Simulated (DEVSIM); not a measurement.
System: illuminated GaAs p-on-n cell, one wavelength, at 250 K.

Layer 1 from the left is GaAs, thickness (μm) 0.670, Na (cm⁻³) 5.9e17, τn (s) 1.7e-11, τp (s) 9.9e-11, absorption coefficient (cm⁻¹) 31000. Layer 2 from the left is GaAs, thickness (μm) 3.10, Nd (cm⁻³) 2.4e15, τn (s) 6.6e-10, τp (s) 6.6e-10, absorption coefficient (cm⁻¹) 31000.

Left contact: ohmic, minority electron recombination velocity 20000 cm/s. Right contact: ohmic, minority hole recombination velocity 10000 cm/s. Voltage is applied to the left contact. Recombination: SRH at mid-gap, radiative, Auger. Light enters at the left, 7.2e19 photons cm⁻² s⁻¹, one pass, no reflection. Mobility is constant in doping.

Constants are typed, rounded textbook-type inputs, not results; the design itself was drawn at random and stands for no fabricated device. Values at 300 K; Nc and Nv go as T^1.5, mobilities as T to minus their exponent, the gap by Varshni's rule with the affinity fixed.

GaAs: gap (eV) 1.424, affinity (eV) 4.07, permittivity 12.9, Nc (cm⁻³) 4.7e17, Nv (cm⁻³) 9e18, μn (cm²/Vs) 8500, μp (cm²/Vs) 400, T exponent of μn 2.1, T exponent of μp 2.2, B (cm³/s) 2e-10, Cn (cm⁶/s) 1e-30, Cp (cm⁶/s) 1e-30, Varshni α (eV/K) 0.000541, Varshni β (K) 204.

Simulated with DEVSIM: 1D drift-diffusion, Boltzmann statistics, complete ionisation; no tunnelling, impact ionisation, image-force lowering or self-heating.

Task: What does the simulation give for the fill factor, the potential step across the device at zero bias?

Result: fill factor 0.87; potential step across the device at zero bias 1.286 V.
